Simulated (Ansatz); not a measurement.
BN (F-43m), HSE06, rigid bands (Ansatz, a quantum-chemistry and plane-wave program): N_c = 1.92e19 cm⁻³ at 300 K and an electron conductivity mass of 0.371 mₑ.

Problem. For 1e17 electrons per cm³ at 300 K, place the Fermi level, estimate the Seebeck coefficient of a parabolic band with constant τ, and give mobility and conductivity for τ = 50 fs.

Solution. The level lies k_BT ln(N_c/n) = 0.136 eV below the conduction-band minimum. S ≈ −(k_B/e)[ln(N_c/n) + 5/2] = -668 μV/K, against -671 μV/K from the full bands (mean over directions). μ = eτ/m = 237 cm²/(V·s) and σ = neμ = 3.80 S/cm. τ is assumed, not computed.

Band transport and this doping are assumed; polarons and phonon drag are left out. Spin-orbit coupling is left out. Geometry: cell and atoms relaxed with PBEsol.
